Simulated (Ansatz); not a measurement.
We consider fluorite PbF2 (high-temperature phase), described by r²SCAN-D4 in Ansatz (PAW).

Run with plane-wave cutoff 500 eV, 10×10×10 k mesh, gaussian smearing 0.02 eV, scalar-relativistic PAW data made under PBE.

Cell (relaxed at this level):

PbF₂ is taken in the cubic space group Fm-3m (No. 225), the fluorite structure, Pearson symbol cF12. Cell: a = 5.946 Å, b = 5.946 Å, c = 5.946 Å, α = 90.00°, β = 90.00°, γ = 90.00°. Pb on 4a has 8 F at 2.575 Å (cubic). F on 8c is coordinated by 4 Pb at 2.575 Å (tetrahedral). (Neighbours: up to the widest gap in distance over summed covalent radii, below 1.35, at either atom; cation-cation and far metal-metal contacts left out.)
(The calculation used a cell of 3 atoms; values per cell refer to that cell.)

Question: What does this level give for the band gap?

Answer: 
- band gap: 4.95 eV (on the SCF k mesh)

Spin–orbit coupling is not included; with these elements it can move the gap by several tenths of an eV or more.

Static lattice: no zero-point or thermal effects.

Ansatz is a quantum-chemistry and plane-wave program.
